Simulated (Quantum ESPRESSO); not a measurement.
σxx against uniaxial strain in fcc Cu (space group 225): C11 (Quantum ESPRESSO, PBEsol)

```yaml
crystal:
  lattice:
    - [0.00000, 1.78388, 1.78388]
    - [1.75712, 0.00000, 1.78388]
    - [1.75712, 1.78388, 0.00000]
  atoms:
    - { symbol: Cu, position: [0.00000, 0.00000, 0.00000] }
```

Level of theory: PBEsol, GBRV 1.5 ultrasoft (PBESOL) pseudopotentials (plane waves; Quantum ESPRESSO). Settings: ecutwfc = 65 Ry; ecutrho = 520 Ry; occupations = smearing; smearing = fd; degauss = 0.0036749 Ry; potentials = {Cu: cu_pbesol_v1.2.uspp.F.UPF}; K_POINTS = automatic 42 42 42 0 0 0; conv_thr = 1e-10 Ry. The cell above is the first row's. The rows stretch one cube axis (x) by the strain ε and hold the other two. Stress is positive in tension. In all rows the k mesh is held.

```csv
ε (%),σxx (GPa)
-1.5,-3.04
-1.0,-1.88
-0.5,-0.84
0.0,0.22
0.5,1.23
1.0,2.27
1.5,?
```

Taking a parabola for σxx over the 6 complete rows: Least squares gives σxx = 0.222 + 2.0851·ε - 0.0514·ε². Residuals (row less fit): -0.019, 0.035, -0.007, -0.002, -0.022, 0.014; standard error 0.027 (degrees of freedom: 3). The slope at ε = 0, 2.0851 GPa per cent, gives C11 ≈ 100 × 2.0851 = 209 GPa, for the static lattice.

Question: Estimate the missing σxx (ε = 1.5); what did the run itself give?

Answer: σxx = 0.222 + 2.0851 × 1.5 - 0.0514 × 1.5² = 3.234 GPa. The calculation gives 3.25 GPa, 0.016 GPa above the prediction (0.3 % of the range of σxx in the table). The row lies outside the fitted rows, so this is an extrapolation. From the scatter of the fitted rows alone, a prediction at this place has a standard error of 0.056 GPa, so the miss is 0.3 times that.

Carrying the step between the two nearest rows on in a straight line would have given 3.31, off by 0.06; series whose last step already gives the withheld value aren't shown. The reference cell has the volume at which an earlier scan in this program and functional put its minimum by a fit. The unstrained cell stands at a pressure of -0.22 GPa, and the constants belong to that pressure. Spin polarisation is off. Without a gap such slopes are sensitive to mesh and smearing. 1 of the planned runs didn't end soundly and are left out. Cutoffs and mesh are single choices, not tested for convergence of this quantity. Series with a scatter that would blur these digits, or in which a gap closes, are not shown. Strain series were run only where this level's volume lies within 10 % of a first guess from the measured size.
